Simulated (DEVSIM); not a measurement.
System: Schottky contact on n-type Si, at 300 K.

Layer 1 from the left is Si, thickness (μm) 2.30, Nd (cm⁻³) 2.1e17, τn (s) 7.7e-6, τp (s) 7.7e-6. Layer 2 from the left is Si, thickness (μm) 1.20, Nd (cm⁻³) 5.1e17, τn (s) 7.7e-6, τp (s) 2.3e-6.

Left contact: Schottky, work function 4.47 eV, emission velocity 5.6e6 cm/s. Right contact: ohmic. Voltage is applied to the left contact. Recombination: SRH at mid-gap, radiative, Auger. Mobility is constant in doping.

Constants are typed, rounded textbook-type inputs, not results; the design itself was drawn at random and stands for no fabricated device. Values at 300 K.

Si: gap (eV) 1.124, affinity (eV) 4.05, permittivity 11.7, Nc (cm⁻³) 2.86e19, Nv (cm⁻³) 3.1e19, μn (cm²/Vs) 1417, μp (cm²/Vs) 470, B (cm³/s) 4.7e-15, Cn (cm⁶/s) 2.8e-31, Cp (cm⁶/s) 9.9e-32.

Model (solved in DEVSIM): 1D drift-diffusion, Boltzmann statistics, complete ionisation; no tunnelling, impact ionisation, image-force lowering or self-heating. Metal contacts follow the ideal Schottky-Mott rule: no Fermi-level pinning, no interface dipoles.

Task: What does the simulation give for the potential step across the device at zero bias, the dark forward voltage at 100 A/cm²?

Result: potential step across the device at zero bias 0.316 V; dark forward voltage at 100 A/cm² 0.100 V.
